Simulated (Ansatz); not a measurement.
## Pd in the fcc (Cu type) structure (space group Fm-3m, No. 225)

Space group Fm-3m (No. 225); a = 3.943 Å, b = 3.943 Å, c = 3.943 Å, α = 90.00°, β = 90.00°, γ = 90.00°

```csv
atom,site,symmetry,x,y,z
Pd,4a,m-3m,0.0000,0.0000,0.0000
```
(The calculation used a cell of 1 atom; values per cell refer to that cell.)

Method: PBE/PAW in Ansatz (a first-principles code), scalar-relativistic without spin-orbit coupling. Γ-centred 20×20×20 mesh, Fermi–Dirac width 0.05 eV.

```yaml
volume_per_atom: 15.32 Å³
density: 11.53 g/cm³
band_gap: zero
total_energy: -6972.847 eV/atom (σ→0; compares only within this code and set-up)
```

No phonon test of stability was made. The final runs are not spin-polarised.
